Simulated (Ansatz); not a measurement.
Base system: an 8-atom supercell of W in the bcc (W type) structure (space group Im-3m, No. 229; a = 3.184 Å) at its relaxed geometry.

All numbers come from PBE, PAW, 420 eV (Ansatz, a program for electronic structure; no spin-orbit coupling).

Base values:

```
Item        Result
--------  --------
Pressure  -0.2 GPa
```

Now apply this change: one Li atom is added in an open site, starting 1.59 Å from the nearest host atom, atoms relaxed at fixed cell, starting from a slightly rattled geometry.

Q: How does this affect the final site of the added atom, pressure and largest displacement of a host atom from its site in the perfect cell?

A: The final site of the added atom amounts to 6 W at 1.95–2.19 Å (octahedral); the pressure increases by 25.1 GPa to 24.9 GPa; the largest displacement of a host atom from its site in the perfect cell is 0.36 Å.

The cell is small, so the values are those of an ordered compound at a high defect concentration; dilute-limit values will differ. All final runs are without spin polarisation. The defect cell is not spin-polarised.
